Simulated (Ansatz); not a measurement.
Ansatz (a quantum-chemistry and plane-wave program) run on CdF2 (I4mm, 3 atoms in the cell): relaxation of the atoms.

Method of the run: LDA (PW92), default PAW files made with PBE (plane waves; Ansatz).

The change in words: one atom moved by 0.15 angstrom; relax: default → atoms; relax.f_tol: default → 0.001 eV/Å. Reference geometry:
```
CdF2
1.0
    0.00000     2.68691     2.68691
    2.68691     0.00000     2.68691
    2.68691     2.68691     0.00000
Cd F
1 2
Cartesian
  0.00000   0.00000   0.00000
  1.34346   1.34346   1.34346
  4.03037   4.03037   4.03037
```

Reference input (self-consistent single point, DFT, LDA (PW92), plane waves, default PAW files made with PBE): basis.ecutwfc = 420 eV; kpoints.mp_grid.grid = 8 8 8; hamiltonian.xc = lda; hamiltonian.pseudopotentials = {kind: paw} (the program's default PAW files); scf.occupations.method = fermi_dirac; scf.occupations.width = 0.02 eV. This run's input differs from it in these lines:

```diff
@@ -7,3 +7,3 @@
   atoms:
-    - { symbol: Cd, position: [0.000000, 0.000000, 0.000000] }
+    - { symbol: Cd, position: [0.027913, 0.027913, -0.027913] }
     - { symbol: F, position: [0.250000, 0.250000, 0.250000] }
@@ -19,2 +19,4 @@
   occupations: { method: fermi_dirac, width: 0.02 }
+relax:
+  f_tol: 0.001
 output:
```

Output (repeated stretches shortened):

```
   [... SCF lines of the steps left out ...]
relax step   1: F+E_penalty+E_count = -9706.27480176 eV  Δ(F+E_penalty+E_count) = +0.000e0 eV  max|allowed force component| = 6.786e-1 eV/Å  Δτ_max = 0.0000 Å  (6 SCF iters, dr2 threshold 1.00e-7 eV, accepted)
relax step   2: F+E_penalty+E_count = -9706.29931909 eV  Δ(F+E_penalty+E_count) = -2.452e-2 eV  max|allowed force component| = 4.863e-1 eV/Å  Δτ_max = 0.0281 Å  (5 SCF iters, dr2 threshold 2.88e-5 eV, accepted)
relax step   3: F+E_penalty+E_count = -9706.32553301 eV  Δ(F+E_penalty+E_count) = -2.621e-2 eV  max|allowed force component| = 6.110e-3 eV/Å  Δτ_max = 0.0710 Å  (6 SCF iters, dr2 threshold 1.48e-5 eV, accepted)
relax step   4: F+E_penalty+E_count = -9706.32553308 eV  Δ(F+E_penalty+E_count) = -6.815e-8 eV  max|allowed force component| = 6.560e-3 eV/Å  Δτ_max = 0.0000 Å  (4 SCF iters, accepted)
relax step   5: F+E_penalty+E_count = -9706.32553790 eV  Δ(F+E_penalty+E_count) = -4.818e-6 eV  max|allowed force component| = 5.718e-5 eV/Å  Δτ_max = 0.0010 Å  (4 SCF iters, dr2 threshold 2.69e-9 eV, accepted)
relax step   6: F+E_penalty+E_count = -9706.32553790 eV  Δ(F+E_penalty+E_count) = -3.820e-11 eV  max|allowed force component| = 4.244e-5 eV/Å  Δτ_max = 0.0000 Å  (2 SCF iters, accepted)
the relaxation is at rest under the 8 symmetry operations that the run kept from its start: a minimum is not shown …
Stability not checked: this state was not tested for a lower state beside it, because too few of the mixer's solves of this state at the end of the SCF gave a …
Free energy (F): -9706.325538 eV
Internal energy: -9706.325538 eV  (E = F + TS)
E sigma→0 (E₀):  -9706.325538 eV
Fermi energy:    7.562647 eV
--- Forces (eV/Å), atoms counted from 1 ---
  atom   1  Cd     0.00000000     0.00000000     0.00004865
  atom   2  F     -0.00000000     0.00000000    -0.00001502
   [... lines left out ...]
  F+E_penalty+E_count = -9706.32553790 eV   max|allowed force component| = 4.244e-5 eV/Å
  atoms:
    - { symbol: Cd, position: [0.009303428325639577, 0.009303428325639577, -0.009303428325639577] }
    - { symbol: F, position: [0.25930478583718025, 0.25930478583718025, 0.24069521416281975] }
    - { symbol: F, position: [0.7593047858371803, 0.7593047858371803, 0.7406952141628199] }
```

The run converged. 

Summary of the result:
| Quantity | Value |
|---|---|
| Free energy E − TS (on the zero of these files) | -9706.3255 eV |
| Top of the valence band (on the code's own zero) | 6.12 eV |
| Gap on the k-point mesh | 2.84 eV |
| Pressure | -4.91 GPa |
| Relaxation steps | 6 |

The starting cell has typed, rounded lattice constants, without a prior relaxation at this level. Its lattice was rescaled by up to half a per cent. For this run, on top of that: one atom moved by 0.15 angstrom. The relaxation keeps the symmetry of its start, so its end need not be a minimum. Ansatz's pressure includes its estimate of the finite-basis (Pulay) stress. Without the estimate this run gives -5.81 GPa.

Keys are those of Ansatz 0.2.
